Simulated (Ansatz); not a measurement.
**Point defects in TiC**

Take an 8-atom supercell of TiC in the rock salt structure (space group Fm-3m, No. 225; a = 4.333 Å) at its relaxed geometry as the base.

One neutral defect a cell, atoms relaxed at fixed cell.

Method: Ansatz (a first-principles code), PBE, PAW, cutoff 420 eV, scalar-relativistic without spin-orbit coupling, earlier PAW set.

Candidates:
(a) H interstitial (started 1.69 Å from the nearest host atom)
(b) Cr on a Ti site
(c) C vacancy

Before the change:

```
Item       Result
--------  -------
Pressure  0.0 GPa
```

**Question.** Order them by pressure, highest first.

**Answer.** (a) H interstitial (started 1.69 Å from the nearest host atom) (8.2 GPa), (c) C vacancy (-3.3 GPa), (b) Cr on a Ti site (-10.0 GPa)

Other magnetic orders, which the real material may have, were not ruled out. The cell is small, so the values are those of an ordered compound at a high defect concentration; dilute-limit values will differ. Spin-polarised in the final run: Cr on a Ti site; the other runs are not.
